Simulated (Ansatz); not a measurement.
Pressure series in AlNi3

The reference is AlNi$_{3}$ in the Cu3Au type structure (space group Pm-3m, No. 221; ferromagnetic).

```
AlNi3
1.0
    3.52612     0.00000     0.00000
    0.00000     3.52612     0.00000
    0.00000     0.00000     3.52612
Ni Al
3 1
Direct
  0.00000   0.50000   0.50000
  0.50000   0.50000   0.00000
  0.50000   0.00000   0.50000
  0.00000   0.00000   0.00000
```

Cell and atoms are relaxed at each pressure.

Calculations: r2SCAN (Ansatz, an electronic-structure program, PAW, spin-orbit coupling left out).

```tsv
P (GPa)	V (Å³/atom)
-1.98	11.071
-0.98	11.015
2.99	10.805
6.98	10.614
15.00	10.280
30.00	9.777
50.00	9.262
75.00	8.769
```

Fit a third-order Birch–Murnaghan equation of state.

Least squares on P(V) = (3B₀/2)[(V₀/V)^(7/3) − (V₀/V)^(5/3)]·[1 + (3/4)(B₀′ − 4)((V₀/V)^(2/3) − 1)] gives V₀ = 10.96 Å³/atom, B₀ = 203 GPa and B₀′ = 4.5.

Measured bulk modulus of AlNi3: 173.9 GPa (temperature not stated; as listed in Nikolai A. Zarkevich, Timothy M. Smith, John W. Lawson, Crystals (2023)); the computed value is for a static lattice, so the two differ by thermal effects too.

The magnetic state is the one reached from the starting moments; the real material's order can differ, and small cells can't hold many antiferromagnetic ones. Load acts through the strain it causes; cell and atoms are relaxed under it. No phonon test of stability was made. No other phases were tried under pressure.
